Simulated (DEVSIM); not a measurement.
System: illuminated Si n-on-p cell, one wavelength, at 250 K.

Layer 1 from the left is Si, thickness (μm) 0.230, Nd (cm⁻³) 1.2e18, τn (s) 5.8e-8, τp (s) 1.1e-7, absorption coefficient (cm⁻¹) 6300. Layer 2 from the left is Si, thickness (μm) 77.0, Na (cm⁻³) 2.1e17, τn (s) 8.2e-7, τp (s) 8.2e-7, absorption coefficient (cm⁻¹) 6300.

Left contact: ohmic, minority hole recombination velocity 10000 cm/s. Right contact: ohmic, minority electron recombination velocity 20000 cm/s. Voltage is applied to the left contact. Recombination: SRH at mid-gap, radiative, Auger. Light enters at the left, 8.5e16 photons cm⁻² s⁻¹, one pass, no reflection. Mobility is constant in doping.

Constants are typed, rounded textbook-type inputs, not results; the design itself was drawn at random and stands for no fabricated device. Values at 300 K; Nc and Nv go as T^1.5, mobilities as T to minus their exponent, the gap by Varshni's rule with the affinity fixed.

Si: gap (eV) 1.124, affinity (eV) 4.05, permittivity 11.7, Nc (cm⁻³) 2.86e19, Nv (cm⁻³) 3.1e19, μn (cm²/Vs) 1417, μp (cm²/Vs) 470, T exponent of μn 2.3, T exponent of μp 2.2, B (cm³/s) 4.7e-15, Cn (cm⁶/s) 2.8e-31, Cp (cm⁶/s) 9.9e-32, Varshni α (eV/K) 0.000473, Varshni β (K) 636.

Model (solved in DEVSIM): 1D drift-diffusion, Boltzmann statistics, complete ionisation; no tunnelling, impact ionisation, image-force lowering or self-heating.

Dark forward current:

```csv
|V| (V),|J| (A/cm²)
0.05,7.764e-12
0.10,3.147e-11
0.15,1.090e-10
0.20,3.663e-10
0.25,1.223e-9
0.30,4.109e-9
0.35,1.410e-8
0.40,5.107e-8
0.45,2.105e-7
0.50,1.103e-6
0.55,7.713e-6
0.60,6.654e-5
0.65,0.0006362
0.70,0.006334
0.75,0.06396
0.80,0.6465
0.85,6.298
0.90,48.51
0.95,229.5
1.00,736.3
1.05,1800
1.10,3586
```

**Question.** Work out the local ideality factor n = ΔV / (kT/q · ln(J2/J1)) between the rows 0.10 and 0.15 V, 0.75 and 0.80 V, 1.05 and 1.10 V.

**Answer.** kT/q = 21.54 mV. From 0.10 to 0.15 V: ln(1.090e-10/3.147e-11) = 1.242, n = 1.87, near the 2 of recombination in the depletion region. From 0.75 to 0.80 V: ln(0.6465/0.06396) = 2.313, n = 1.00, near the 1 of diffusion or emission over a barrier. From 1.05 to 1.10 V: ln(3586/1800) = 0.689, n = 3.37.

**Question.** What current could the absorbed light give at most, and what share is collected?

**Answer.** Σ αd = 48.7, so qΦ(1 − exp(−Σ αd)) = 13.6 mA/cm². The simulated short-circuit current is 13.30 mA/cm², a share of 0.98.

**Question.** Estimate the open-circuit voltage by superposition: the voltage at which the dark current equals that short-circuit current.

**Answer.** Interpolating ln J in the table gives 0.716 V. The simulation gives 0.716 V, the same within the digits that matter. Superposition holds where collection doesn't change with voltage.

**Question.** Estimate the fill factor from FF0 = (v − ln(v + 0.72))/(v + 1), v = qVoc/(nkT), with n from the dark curve.

**Answer.** The rows about Voc, 0.70 and 0.75 V, give n = 1.00, so v = 33.1 and FF0 = 0.867. The simulation gives 0.866, the same within the digits that matter.
